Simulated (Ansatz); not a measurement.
An Ansatz (an electronic-structure program) input (PBEsol, PAW, 420 eV (Ansatz; no spin-orbit coupling)):

Ansatz 0.2 input:
```yaml
crystal:
  lattice:
    - [4.0477468298, 0, 0]
    - [-2.0238734149, 3.5054515827, 0]
    - [0, 0, 15.3706926614]
  atoms:
    - { symbol: La, position: [0.3333333333, 0.6666666667, 0.0878405429] }
    - { symbol: La, position: [0.3333333333, 0.6666666667, 0.6237019901] }
    - { symbol: La, position: [0.6666666667, 0.3333333333, 0.3762980099] }
    - { symbol: La, position: [0.6666666667, 0.3333333333, 0.9121594571] }
    - { symbol: O, position: [0, 0, 0] }
    - { symbol: S, position: [0, 0, 0.5] }
    - { symbol: S, position: [0.3333333333, 0.6666666667, 0.2902595834] }
    - { symbol: O, position: [0.3333333333, 0.6666666667, 0.8806720356] }
    - { symbol: O, position: [0.6666666667, 0.3333333333, 0.1193279644] }
    - { symbol: S, position: [0.6666666667, 0.3333333333, 0.7097404166] }
basis: { ecutwfc: 420, ecutrho_ratio: 4, xc_grid: 2, fft_grid_basis: typed }
kpoints: { mp_grid: { grid: [13, 13, 3] } }
hamiltonian:
  xc: pbesol
  dispersion: none
  pseudopotentials: { kind: paw }
scf: { occupations: { method: fermi_dirac, width: 0.05 }, convergence: { dr2_threshold: 0.000000001 } }
output: { forces: true, stress: true }
checkpoint: { write: state.ck, write_every: 1000 }
```

Task: Which symmetry and how many k-points will the program report, and about how many plane waves at Γ?

Result: Space group P-3m1 (ITA 164) with 12 operations, k-points 56 of 507, and 4263 plane waves at Γ.

Each cell is one ordered arrangement of few atoms, which overstates ordering effects compared with a random alloy. Whether these cells are dynamically stable was not tested. The cell was made from La2O3 by this change: x(S) = 0.5, 10 atoms, P-3m1. Under x(S) = 0.5, 10 atoms, P-3m1 the cell changed shape so far that it is another structure.
